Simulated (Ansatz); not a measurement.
## A computed series for Ge: response to strain

Consider Ge in the diamond structure (space group Fd-3m, No. 227).

```xyz
2
Lattice="0.0000 2.8111 2.8111 2.8111 0.0000 2.8111 2.8111 2.8111 0.0000" Properties=species:S:1:pos:R:3 pbc="T T T"
Ge     0.0000     0.0000     0.0000
Ge     1.4055     1.4055     1.4055
```

Strains are applied to the cell and any free atomic positions relax.

Computed with DFT with LDA, PAW potentials and a 420 eV plane-wave cutoff in Ansatz (a program for electronic structure), without spin-orbit coupling.

| isotropic strain (%) | pressure (GPa) |
|---|---|
| -2.5 | 6.5 |
| -2 | ? |
| -0.5 | 1.1 |
| 0 | 0.0 |
| 0.5 | -1.0 |
| 1.5 | -2.9 |
| 2 | -3.7 |
| 2.5 | -4.4 |
| 3 | -5.1 |

Q: Fit P = P₀ − Bδ + Cδ² with δ = (1 + ε)³ − 1 to the rows shown and predict the withheld row.

A: Least squares on the printed values gives P₀ = 0.0 GPa, B = 73.5 GPa, C = 203 GPa (largest residual 0.1 GPa); this predicts 5.0 GPa, and the run gives 5.0 GPa, in agreement.

Whether these cells are dynamically stable was not tested.
